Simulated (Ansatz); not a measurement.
Input and output of a dielectric-response calculation for Ca3BiN (Pm-3m, 5 atoms in the cell) (Ansatz, a first-principles code).

Method: LDA (PW92), default PAW files made with PBE (plane waves; Ansatz).

```yaml
crystal:
  lattice:
    - [4.91505, 0.00000, 0.00000]
    - [0.00000, 4.91505, 0.00000]
    - [0.00000, 0.00000, 4.91505]
  atoms:
    - { symbol: Ca, position: [0.50000, 0.00000, 0.50000] }
    - { symbol: Ca, position: [0.00000, 0.50000, 0.50000] }
    - { symbol: Ca, position: [0.50000, 0.50000, 0.00000] }
    - { symbol: Bi, position: [0.00000, 0.00000, 0.00000] }
    - { symbol: N, position: [0.50000, 0.50000, 0.50000] }
```

Reference input (self-consistent single point, DFT, LDA (PW92), plane waves, default PAW files made with PBE): basis.ecutwfc = 420 eV; kpoints.mp_grid.grid = 5 5 5; hamiltonian.xc = lda; hamiltonian.pseudopotentials = {kind: paw} (the program's default PAW files); scf.occupations.method = fermi_dirac; scf.occupations.width = 0.02 eV. This run's input differs from it in these lines:

Ansatz 0.2 input:
```diff
@@ -15,3 +15,3 @@
 kpoints:
-  mp_grid: { grid: [5, 5, 5] }
+  mp_grid: { grid: [10, 10, 10] }
 hamiltonian:
@@ -20,7 +20,5 @@
 scf:
-  occupations: { method: fermi_dirac, width: 0.02 }
-output:
-  forces: true
-  eigenvalues: true
-  stress: true
+  occupations: { method: fixed }
+dielectric:
+  field_mesh: kpoints
```

Output, abridged:

```
SCF iter   1: F=—  HF=-17783.388688 eV  |F-HF|=—  |Δ(HF+E_count)|=         —  Δρ=6.82e-3  dr2=6.10e-2  ethr=1.77e-3  ⟨swp⟩=4.8  Hψ=13923  notcnv=0  defer=299
all-band conjugate gradients solve this SCF's bands
preconditioner: auto → Resta (q_TF=auto, 2.362 Å⁻¹)
SCF iter   2: F=—  HF=-17783.380520 eV  |F-HF|=—  |Δ(HF+E_count)|=   8.17e-3  Δρ=4.06e-3  dr2=1.71e-2  ethr=1.22e-4  ⟨swp⟩=2.2  Hψ=6117  notcnv=0  defer=359
   [... lines left out ...]
SCF iter   6: F=—  HF=-17783.377257 eV  |F-HF|=—  |Δ(HF+E_count)|=   3.98e-6  Δρ=1.15e-5  dr2=1.29e-7  ethr=8.14e-9  ⟨swp⟩=2.0  Hψ=4283  notcnv=0  defer=159
SCF iter   7: F=—  HF=-17783.377257 eV  |F-HF|=—  |Δ(HF+E_count)|=   3.92e-8  Δρ=2.18e-6  dr2=4.60e-9  ethr=2.59e-10  ⟨swp⟩=2.0  Hψ=6304  notcnv=0  defer=159
SCF iter   8: F=—  HF=-17783.377257 eV  |F-HF|=—  |Δ(HF+E_count)|=   1.27e-9  Δρ=3.42e-7  dr2=1.70e-10  ethr=9.19e-12  ⟨swp⟩=2.0  Hψ=4536  notcnv=0  defer=159
SCF iter   9: F=-17783.377257 eV  HF=-17783.377257 eV  |F-HF|=1.82e-11  |Δ(HF+E_count)|=  5.09e-11  Δρ=1.16e-7  dr2=2.00e-11  ethr=1.00e-12  ⟨swp⟩=11.1  Hψ=16848  notcnv=0
SCF 1 converged in 9 iterations: F = -17783.377257 eV  dr2 = 2.00e-11
DFPT response loops at Γ: preconditioner auto → Resta (q_TF=auto, 2.362 Å⁻¹)  ε∞=12.8 (no band partly filled) …
   [... lines left out ...]
WARN: field response: the 10×10×10 k-mesh looks too coarse for the field response at k = (0.0000, 0.0000, 0.0000), direct gap 0.367 eV …
Free energy (F): -17783.377257 eV
Fermi energy:    8.654489 eV
   [... lines left out ...]
         0.00000   -3.27626    0.00000
        -0.00000    0.00000   -3.27626
    site 4:
        -4.33217    0.00000    0.00000
        -0.00000   -4.33217    0.00000
         0.00000    0.00000   -4.33217
  Z* charge neutrality: 4.505e-5 e pre-enforcement
  k-mesh period / interband length: 49.2 Å / 5.86 Å = 8.38 at k = (0.0000, 0.0000, 0.0000), direct gap 0.367 eV — UNDER 14: by this measure the k-mesh is too coarse for the response
```

The run converged in 9 iterations. 

Summary of the result:
| Property | Value |
|---|---|
| Free energy E − TS (on the zero of these files) | -17783.3773 eV |
| Top of the valence band (on the code's own zero) | 8.65 eV |
| Gap on the k-point mesh | 0.37 eV |
| ε∞ at this k-point mesh, which may be far from converged in small-gap cells (xx, yy, zz) | 12.3, 12.3, 12.3 |
| Born charges at this mesh (mean of the diagonal, e) | Ca 2.54, Ca 2.54, Ca 2.54, Bi -3.28, N -4.33 |

The starting cell comes from a database of computed structures (which also holds hypothetical and non-ambient phases and stackings), without a prior relaxation at this level. Its lattice was rescaled by up to half a per cent. Spin-orbit coupling is off.

Cost on one core of a shared machine: roughly 3 min.
